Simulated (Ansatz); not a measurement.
AlB2-type HfB2, treated with PBE-D4 (Ansatz, a program for electronic structure, plane waves, PAW).

Numerical settings: plane-wave cutoff 520 eV, 24×24×16 k mesh (along the axes of the cell as run), Fermi–Dirac smearing 0.05 eV, scalar-relativistic PAW data made under PBE.

Cell (relaxed at this level):

Space group P6/mmm (No. 191); a = b = 3.128 Å, c = 3.443 Å, α = β = 90.00°, γ = 120.00°

```json
[
 {"atom": "Hf", "site": "1a", "symmetry": "6/mmm", "x": "0.0000", "y": "0.0000", "z": "0.0000"},
 {"atom": "B", "site": "2d", "symmetry": "-6m2", "x": "0.3333", "y": "0.6667", "z": "0.5000"}
]
```

Task: What does this level give for the bulk modulus B0 and pressure derivative B′ of the bulk modulus?

Result: 
- bulk modulus B0: 258 GPa
- pressure derivative B′ of the bulk modulus: 3.9

The run finds no gap.

Measured, for comparison: bulk modulus 282 GPa (room temperature, not corrected to a static lattice, hydrostatic curve from radial diffraction; as tabulated in Experimental and computational studies of compression and deformation behavior …). Computed (rounded) less measured: bulk modulus -9 %.

Note: the bulk modulus comes from volumes at which shape and atoms were relaxed.

Spin–orbit coupling is not included.

Static lattice: no zero-point or thermal effects.

The result took roughly 5 core-minutes.
